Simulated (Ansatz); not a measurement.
# Ru in the hcp (Mg type) structure (space group P6_3/mmc, No. 194)

```cif
data_Ru2
_chemical_formula_sum 'Ru2'
_space_group_name_H-M_alt 'P63/mmc'
_space_group_IT_number 194
_space_group_name_Hall '-P 6c 2c'
_cell_length_a 2.72216
_cell_length_b 2.72216
_cell_length_c 4.29083
_cell_angle_alpha 90.000
_cell_angle_beta 90.000
_cell_angle_gamma 120.000
loop_
_atom_site_label
_atom_site_type_symbol
_atom_site_symmetry_multiplicity
_atom_site_Wyckoff_symbol
_atom_site_fract_x
_atom_site_fract_y
_atom_site_fract_z
_atom_site_occupancy
Ru1 Ru 2 d 0.66667 0.33333 0.25000 1
```

Computed with Kohn–Sham DFT with the PBE functional, run in Ansatz (a first-principles code) with PAW and 420 eV plane waves, no spin-orbit coupling. k-mesh 20×20×11 (Γ-centred); smearing 0.05 eV (Fermi–Dirac).

| Quantity | Result |
|---|---|
| Volume per atom | 13.77 Å³ |
| Density | 12.19 g/cm³ |
| Band gap | zero |
| Total energy | -5878.688 eV/atom (σ→0; compares only within this code and set-up) |

No phonon test of stability was made. All final runs are without spin polarisation.
